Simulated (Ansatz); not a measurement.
The parent structure is Ti3Al (space group P6_3/mmc, No. 194; a = 5.7474 Å, c = 4.6319 Å).

Method: r2SCAN, PAW, 500 eV (Ansatz, a quantum-chemistry and plane-wave program; no spin-orbit coupling), earlier PAW set.

Before the change:

The c/a ratio is 0.806. The volume per atom is 16.56 Å³.

Modification: full substitution Al → B, then cell and atoms are relaxed.

### Question
What happens to the c/a ratio?

### Answer
The c/a ratio decreases by 0.0094, from 0.806 to 0.796.

### Question
How does this affect the volume per atom?

### Answer
The volume per atom shrinks by 3.17 Å³, from 16.56 Å³ to 13.39 Å³.

Stability against distortions was not tested. As relaxed here, Ti3B is a hypothetical phase, not in the database extracts checked. All final runs are without spin polarisation.
